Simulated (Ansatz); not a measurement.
The structure below was relaxed with Ansatz (a first-principles code) PBEsol, scalar-relativistic without spin-orbit coupling, at pressure 7.5 GPa.

```
Ba
1.0
    0.00000     3.41971     3.41971
    3.41971     0.00000     3.41971
    3.41971     3.41971     0.00000
Ba
2
Direct
  0.75000   0.75000   0.75000
  0.50000   0.50000   0.50000
```

Problem. Find the space group and the Wyckoff positions.

Solution. Space group Fd-3m, origin choice 1 (No. 227); a = b = c = 6.839 Å, α = β = γ = 90.00°

```json
[
 {"atom": "Ba", "site": "8a", "symmetry": "-43m", "x": "0.0000", "y": "0.0000", "z": "0.0000"}
]
```

Problem. Describe the coordination.

Solution. The crystal has 8 atoms in its conventional cell. Conventional cell: a = 6.839 Å, b = 6.839 Å, c = 6.839 Å, α = 90.00°, β = 90.00°, γ = 90.00°. Ba sees 4 Ba at 2.962 Å (tetrahedral). (Neighbours: up to the widest gap in distance over summed covalent radii, below 1.35, at either atom.)

Load acts through the strain it causes; cell and atoms are relaxed under it. No phonon test of stability was made. No other phases were tried under pressure. The cell was made from Ba in the diamond structure (space group Fd-3m, No. 227; a hypothetical phase, not in the database extracts checked) by this change: pressure 7.5 GPa.
